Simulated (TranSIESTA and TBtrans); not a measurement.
Run with TranSIESTA and TBtrans (open boundaries, self-consistent; PseudoDojo norm-conserving potentials, scalar-relativistic): PAO.BasisSize DZP, PAO.EnergyShift 0.15 eV, XC.Authors PBE, Mesh.Cutoff 200 Ry, ElectronicTemperature 300 K, TS.Voltage 0.0 eV, TBT.Elecs.Eta 0.001 eV, no spin polarisation.

Device: Ag chain with one S atom inserted. Leads: straight Ag chain, spacing 2.809 Å. Geometry: 3 atoms about the centre moved by SIESTA (PBE, DZP) to a largest force of 0.03 eV/Å, all others as built, motion along the axis alone.

Task: Predict: conductance at 300 K (G0 = 2e²/h); mean T from −0.5 to 0.5 eV.

Result: conductance at 300 K (G0 = 2e²/h): 0.37; mean T from −0.5 to 0.5 eV: 0.33. The straight chain is held at its spacing; free chains may zigzag or dimerise. No spin-polarised start was tried, so a magnetic state, if there is one, is missed.
